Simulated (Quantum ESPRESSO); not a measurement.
Input and output of a self-consistent single point for TiSi (Cmmm, 2 atoms in the cell) (Quantum ESPRESSO).

Computed with vdW-DF2, SSSP 1.1.2 efficiency (PBE) pseudopotentials (plane waves; Quantum ESPRESSO 7.5).

```
CELL_PARAMETERS angstrom
      1.81618     2.11762     0.00000
     -1.81618     2.11762     0.00000
      0.00000     0.00000     3.80393
ATOMIC_POSITIONS crystal
  Ti 0.50000 0.50000 0.00000
  Si 0.00000 0.00000 0.50000
```

Reference input (self-consistent single point, DFT, LDA (PZ), plane waves, GBRV 1.5 ultrasoft (LDA) pseudopotentials): ecutwfc = 50 Ry; ecutrho = 400 Ry; occupations = smearing; smearing = methfessel-paxton; degauss = 0.0073499 Ry; potentials = {Ti: ti_lda_v1.4.uspp.F.UPF, Si: si_lda_v1.uspp.F.UPF}; K_POINTS = automatic 8 8 6 0 0 0; conv_thr = 1e-10 Ry. This run's input differs from it in these lines:

```diff
@@ -20,2 +20,3 @@
  degauss = 0.0073499
+ input_dft = 'vdw-df2'
 /
@@ -25,4 +26,4 @@
 ATOMIC_SPECIES
-Ti    47.8670  ti_lda_v1.4.uspp.F.UPF
-Si    28.0850  si_lda_v1.uspp.F.UPF
+Ti    47.8670  ti_pbe_v1.4.uspp.F.UPF
+Si    28.0850  Si.pbe-n-rrkjus_psl.1.0.0.UPF
 ATOMIC_POSITIONS crystal
```

The program printed (abridged):

```
     Self-consistent Calculation

     iteration #  1     ecut=    50.00 Ry     beta= 0.70

---- Real-time Memory Report at c_bands before calling an iterative solver
           137 MiB given to the printing process from OS
            42 MiB allocation reported by mallinfo(arena+hblkhd)
------------------

     negative rho (up, down):  1.089E-03 0.000E+00

     -----------------------------------------------
     Non-local corr. energy    =       0.19256396 Ry
     -----------------------------------------------

     total energy              =    -131.31837349 Ry
     estimated scf accuracy    <       0.25589436 Ry

   [... lines left out ...]
     -----------------------------------------------

     total energy              =    -131.44194534 Ry
     estimated scf accuracy    <          1.1E-09 Ry

     iteration # 11     ecut=    50.00 Ry     beta= 0.70

---- Real-time Memory Report at c_bands before calling an iterative solver
           163 MiB given to the printing process from OS
            52 MiB allocation reported by mallinfo(arena+hblkhd)
------------------

     negative rho (up, down):  5.697E-04 0.000E+00

     -----------------------------------------------
     Non-local corr. energy    =       0.19599797 Ry
     -----------------------------------------------
     End of self-consistent calculation

     the Fermi energy is    13.4325 ev

!    total energy              =    -131.44194534 Ry
     estimated scf accuracy    <          1.9E-11 Ry
     smearing contrib. (-TS)   =      -0.00010798 Ry
     internal energy E=F+TS    =    -131.44183735 Ry

     convergence has been achieved in  11 iterations

     negative rho (up, down):  5.697E-04 0.000E+00

     -----------------------------------------------
     Non-local corr. energy    =       0.19599797 Ry
     -----------------------------------------------

     Forces acting on atoms (cartesian axes, Ry/au):

     atom    1 type  1   force =     0.00000000    0.00000000    0.00000000
     atom    2 type  2   force =     0.00000000    0.00000000    0.00000000

     Total force =     0.000000     Total SCF correction =     0.000000

   [... lines left out ...]
     Non-local corr. energy    =       0.19599797 Ry
     -----------------------------------------------

          total   stress  (Ry/bohr**3)                   (kbar)     P=       69.37
   0.00052234   0.00000000   0.00000000           76.84        0.00        0.00
   0.00000000   0.00039768   0.00000000            0.00       58.50        0.00
   0.00000000   0.00000000   0.00049471            0.00        0.00       72.77

   JOB DONE.
```

The run converged in 11 iterations. Against the reference run the pressure goes from -7.65 to 6.94 GPa. The full log also holds: “c_bands:  1 eigenvalues not converged”.

The starting cell comes from a database of computed structures (which also holds hypothetical and non-ambient phases and stackings), without a prior relaxation at this level. Spin polarisation is off. With a pressure of about 7 GPa the cell is away from its equilibrium volume at this level.

Cost on one core of a shared machine: roughly 2 min.
